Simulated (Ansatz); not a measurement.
# ZnCu: isotropic strain −2.00 %

Take ZnCu in the CsCl type structure (space group Pm-3m, No. 221; a = 2.9642 Å; relaxed with 0.1 eV smearing) as the base.

It is then changed as follows: the cell is scaled by 0.9800 in all directions, atoms relaxed at fixed cell.

Level of theory: Kohn–Sham DFT with the PBE functional, run in Ansatz (a quantum-chemistry and plane-wave program) with PAW and 420 eV plane waves, without spin-orbit coupling. k-mesh 19×19×19 (Γ-centred); smearing 0.1 eV (Fermi–Dirac).

| quantity | base | changed | shift |
|---|---|---|---|
| volume per atom | 13.02 Å³ | 12.26 Å³ | -0.766 Å³ |
| space group | Pm-3m (No. 221) | Pm-3m (No. 221) | – |
| shortest interatomic distance | 2.567 Å | 2.516 Å | -0.051 Å |
| energy relative to the base (free energy F) | 0 meV/atom | +18 meV/atom | +18 meV/atom |
| pressure | 0.0 GPa | 8.1 GPa | +8.1 GPa |
| band gap | zero | zero | – |

Whether these cells are dynamically stable was not tested. The final runs are not spin-polarised.
